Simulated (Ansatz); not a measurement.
Ge: response to strain

Consider Ge in the diamond structure (space group Fd-3m, No. 227; a = 5.674 Å). Axes: x, y, z lie along the cube axes.

Strains are applied to the cell and any free atomic positions relax; under biaxial strain the out-of-plane vector relaxes too.

All numbers come from Ansatz (a first-principles code), r2SCAN, PAW, cutoff 500 eV, no spin-orbit coupling.

Notes on the quantities. energy relative to the base: free energy F.

```tsv
biaxial strain, plane normal [001], relaxed out of plane (%)	energy relative to the base (meV/atom)
-3	19.4
-2.5	13.3
-2	8.4
-1.5	?
-1	2.1
-0.5	0.5
0	0.0
```

Fit ΔE = Aε² + Bε³ (ε in %) to the rows shown and predict the withheld row.

Least squares on the printed values gives A = 2.00 and B = -0.051 meV/atom (largest residual 0.0 meV/atom); this predicts 4.7 meV/atom, and the run gives 4.7 meV/atom, in agreement.

Stability against distortions was not tested.
